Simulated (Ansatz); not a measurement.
Consider C in the diamond structure (space group Fd-3m, No. 227; a = 3.5317 Å). Axes: x, y, z lie along the cube axes.

Level of theory: DFT with LDA, PAW potentials and a 420 eV plane-wave cutoff in Ansatz (an electronic-structure program), no SOC.

Perturbation: every lattice vector is stretched by 0.50 %; the atoms relax in the strained cell.

Q: Predict the stress tensor and what it implies for the stiffness.

A: Stress of the strained cell less that of the base (GPa, compression positive):
```
  -6.80    0.00    0.00
   0.00   -6.80    0.00
   0.00    0.00   -6.80
```

Then B = −ΔP/(ΔV/V₀) with ΔV/V₀ = 0.0151 gives secant stiffness values (nonlinear terms included at this strain): B ≈ 451 GPa.

No phonon test of stability was made.
